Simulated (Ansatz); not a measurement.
The parent structure is Ag in the fcc (Cu type) structure (space group Fm-3m, No. 225; a = 4.104 Å; relaxed with 0.1 eV smearing).

The values are results of plane-wave PAW DFT at the r2SCAN level (Ansatz, an electronic-structure program, 500 eV), no spin-orbit coupling, not measurements.

For the base:

The pressure comes out as 0.0 GPa.

Modification: every lattice vector is shortened by 1.00 %; the atoms relax in the strained cell.

Q: Estimate the effect on the energy relative to the base.

A: The energy increases by 5.2 meV/atom.

Q: What happens to the pressure?

A: The pressure goes from zero to 3.4 GPa.

Stability against distortions was not tested.
